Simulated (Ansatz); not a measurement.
## MoC₂N₄ (model structure, started from the MoSi2N4 type, P6₃/mmc, No. 194, 14 atoms in the cell): band gap by level of theory

No measured value is used here.

| level (code) | value (eV) |
|---|---|
| LDA (Ansatz) | 1.81 |
| PBE+SOC (Ansatz) | (withheld) |
| PBEsol+SOC (Ansatz) | 1.81 (indirect) |
| r²SCAN+SOC (Ansatz) | 2.07 (indirect) |
| HSE06 (Ansatz) | 2.73 |

Question: Some entries are withheld; supply them.

Answer: 
- PBE+SOC (Ansatz, a program for electronic structure), value (eV): 1.84 (indirect)

Computed values are for a static lattice. Spin–orbit coupling is included only where a level's name says +SOC; with heavier elements it mostly lowers gaps and can invert bands.  Values are at the PBE-D3(BJ) cell. Cutoffs and k meshes differ between the levels. Ansatz's density-functional and Hartree–Fock values are scalar-relativistic unless marked +SOC, with PAW data made under PBE.

A model structure was made by putting elements into a prototype or built by hand; it is no filed structure, need not be a known phase, and can be a saddle point held by its symmetry.
